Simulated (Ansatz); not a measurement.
The starting structures come from a database of crystals and need not be the phases stable at ambient conditions.

By PBEsol, the system below comes out a metal.

A figure of merit of an interconnect metal is its ballistic conductance per area.

```
CELL_PARAMETERS angstrom
      4.06912     0.00000     0.00000
     -2.03456     3.52396     0.00000
      2.03456     1.17465     3.32243
ATOMIC_POSITIONS crystal
  In 0.00000 0.50000 0.50000
  As 0.00000 0.00000 0.00000
```

Space group of this cell: Fm-3m, rock salt. The cell is taken as given; by PBEsol its mean pressure is -3.4 GPa.

The current flows along the normal of the first two printed cell vectors, the (111) plane of the conventional cell. No spin-orbit coupling; the value is a mean over 0.1 eV about the Fermi level.

Question: Estimate the ballistic conductance per area that PBEsol (Ansatz, a quantum-chemistry and plane-wave program) returns for this system.

Answer: 0.86 × 10¹⁵ S/m² for both spins.
